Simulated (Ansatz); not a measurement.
Short convergence ladders for Pd (Fm-3m, 1 atom in the cell)

```
Pd
1.0
    0.00000     1.95084     1.95084
    1.95084     0.00000     1.95084
    1.95084     1.95084     0.00000
Pd
1
Cartesian
  0.00000   0.00000   0.00000
```

Base method: PBE (plane waves, PAW; Ansatz, a first-principles code).

Base settings: basis.ecutwfc = 420 eV; kpoints.mp_grid.grid = 14 14 14; hamiltonian.xc = pbe; hamiltonian.pseudopotentials = {kind: paw} (the program's default PAW files); scf.occupations.method = fermi_dirac; scf.occupations.width = 0.1 eV.

The count of work is k-points × plane waves × bands × iterations; it is no time. 

**The width of Fermi-Dirac smearing**

In this ladder: kpoints.mp_grid.grid = 23 23 23.

Narrow widths need finer meshes than wide ones, so the last steps can hold mesh noise.

Only quantities that move along the ladder and can be compared are tabulated; pressure and forces are left out, as mesh noise rules them at narrow widths.

| scf.occupations.width | free energy less the last step's (meV/atom) | energy extrapolated to zero width less the last step's (meV/atom) |
|---|---|---|
| 1 eV | -1537.56 | -249.17 |
| 0.5 eV | -467.80 | -94.61 |
| 0.3 eV | -186.97 | -41.06 |
| 0.2 eV | -80.17 | -17.37 |
| 0.1 eV | 0.00 | 0.00 |

Widest scf.occupations.width that holds the free energy within 5 meV/atom: not settled: the last two steps still differ by 80 meV/atom, over half the tolerance, so the ladder does not show it.

Widest scf.occupations.width that holds the energy extrapolated to zero width within 2 meV/atom: not settled: the last two steps still differ by 17 meV/atom, over half the tolerance, so the ladder does not show it.

The extrapolation to zero width removes most of the smearing's effect on the energy.

**The width of Methfessel-Paxton smearing**

In this ladder: kpoints.mp_grid.grid = 23 23 23; scf.occupations.method = methfessel_paxton.

Narrow widths need finer meshes than wide ones, so the last steps can hold mesh noise.

Only quantities that move along the ladder and can be compared are tabulated; pressure and forces are left out, as mesh noise rules them at narrow widths.

```tsv
scf.occupations.width	free energy less the last step's (meV/atom)
1 eV	-50.34
0.5 eV	-17.67
0.3 eV	-5.87
0.2 eV	-1.92
0.1 eV	-0.20
0.05 eV	0.00
```

Widest scf.occupations.width that holds the free energy within 1 meV/atom of the last step, with all finer ones: 0.1 eV; the step before is off by 1.9 meV/atom.

**The mesh under tetrahedron occupations**

In this ladder: scf.occupations.method = tetrahedron; scf.occupations.width = default.

Only quantities that move along the ladder and can be compared are tabulated.

```csv
kpoints.mp_grid.grid,free energy less the last step's (meV/atom),pressure (GPa),count of work / last
6 6 6,-70.03,5.12,0.018
7 7 7,1.67,6.64,0.019
9 9 9,-9.27,5.82,0.033
11 11 11,4.89,5.99,0.053
14 14 14,3.39,5.87,0.098
18 18 18,-1.08,5.69,0.18
22 22 22,0.88,5.73,0.31
27 27 27,-0.04,5.69,0.53
34 34 34,0.00,5.67,1.0
```

Coarsest kpoints.mp_grid.grid that holds the pressure within 0.5 GPa of the last step, with all finer ones: 9 9 9, at 0.033 of the last step's count of work; the step before is off by 0.96 GPa.

Coarsest kpoints.mp_grid.grid that holds the free energy within 1 meV/atom of the last step, with all finer ones: 22 22 22, at 0.31 of the last step's count of work; the step before is off by 1.1 meV/atom.

On the base run: the starting cell has typed, rounded lattice constants, without a prior relaxation at this level. Its lattice was rescaled by up to half a per cent. Spin polarisation is off. In the base run, with a pressure of about 6 GPa the cell is away from its equilibrium volume at this level. Ansatz's pressure includes its estimate of the finite-basis (Pulay) stress.

Left out of this page: 4 runs of the series outside the window shown, repeating another row's setting, or not comparable.

Keys are those of Ansatz 0.2.
